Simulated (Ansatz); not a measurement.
Take CdSe in the wurtzite structure (space group P6_3mc, No. 186; a = 4.383 Å, c = 7.155 Å) as the base.

Modification: cell and atoms relaxed at a pressure of 4.2 GPa.

Levels (all Ansatz, a first-principles code, PAW, earlier PAW set): PBE (420 eV, no spin-orbit coupling); r2SCAN (500 eV, scalar-relativistic without spin-orbit coupling); HSE06 (420 eV, no SOC); PBE+SOC (420 eV, with spin-orbit coupling).

At the geometry relaxed with PBE, these levels gave the following band gaps, in shuffled order: (a) 0.71 eV, (b) 1.20 eV, (c) 1.66 eV, (d) 0.59 eV.

**Question.** Match each gap to its level.

**Answer.** (a) PBE; (b) r2SCAN; (c) HSE06; (d) PBE+SOC.

Single points use the geometry relaxed with PBE. Differences between runs with and without spin-orbit coupling are approximate. Load acts through the strain it causes; cell and atoms are relaxed under it. No phonon test of stability was made. Measured, CdSe leaves this structure (for rock salt) near 2.72 GPa (temperature not stated; as listed in Datta, Sujoy, Jana, Debnarayan, arXiv (2020)), on rising pressure, with hysteresis.
